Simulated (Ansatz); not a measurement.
This Ansatz (a first-principles code) input is the reference run, MoSi2 (space group Fddd, No. 70; a hypothetical phase, not in the database extracts checked), computed with plane-wave PAW DFT at the PBEsol level (Ansatz, 420 eV), no SOC:

Ansatz 0.2 input:
```yaml
crystal:
  lattice:
    - [0, 3.9792455974, 4.3633093507]
    - [2.2856021048, 0, 4.3633093507]
    - [2.2856021048, 3.9792455974, 0]
  atoms:
    - { symbol: Si, position: [0.6640985755, 0.3359014245, 0.6640985755] }
    - { symbol: Si, position: [0.3359014245, 0.6640985755, 0.3359014245] }
    - { symbol: Si, position: [0.5859014245, 0.9140985755, 0.5859014245] }
    - { symbol: Si, position: [0.9140985755, 0.5859014245, 0.9140985755] }
    - { symbol: Mo, position: [0, 0, 0] }
    - { symbol: Mo, position: [0.25, 0.25, 0.25] }
basis: { ecutwfc: 420, ecutrho_ratio: 4, xc_grid: 2, fft_grid_basis: typed }
kpoints: { mp_grid: { grid: [13, 13, 13] } }
hamiltonian:
  xc: pbesol
  dispersion: none
  pseudopotentials: { kind: paw }
scf: { occupations: { method: fermi_dirac, width: 0.05 }, convergence: { dr2_threshold: 0.0000000006 } }
output: { forces: true, stress: true }
checkpoint: { write: state.ck, write_every: 1000 }
```

Task: Write the input for this change: a pure shear with ε_xz = ε_zx = 0.0191, atoms relaxed at fixed cell.

Result: 
Ansatz 0.2 input:
```yaml
crystal:
  lattice:
    - [0.0833392086, 3.9792455974, 4.3633093507]
    - [2.3689413134, 0, 4.4069643509]
    - [2.2856021048, 3.9792455974, 0.0436550002]
  atoms:
    - { symbol: Si, position: [0.6640985755, 0.3359014245, 0.6640985755] }
    - { symbol: Si, position: [0.3359014245, 0.6640985755, 0.3359014245] }
    - { symbol: Si, position: [0.5859014245, 0.9140985755, 0.5859014245] }
    - { symbol: Si, position: [0.9140985755, 0.5859014245, 0.9140985755] }
    - { symbol: Mo, position: [0, 0, 0] }
    - { symbol: Mo, position: [0.25, 0.25, 0.25] }
basis: { ecutwfc: 420, ecutrho_ratio: 4, xc_grid: 2, fft_grid_basis: typed }
kpoints: { mp_grid: { grid: [13, 13, 13] } }
hamiltonian:
  xc: pbesol
  dispersion: none
  pseudopotentials: { kind: paw }
scf: { occupations: { method: fermi_dirac, width: 0.05 }, convergence: { dr2_threshold: 0.0000000006 } }
relax: { f_tol: 0.005, max_steps: 50 }
output: { forces: true, stress: true }
checkpoint: { write: state.ck, write_every: 1000 }
```
This is the input that was run.

The cells carry an imposed strain or load. Stability against distortions was not tested. The final runs are not spin-polarised.
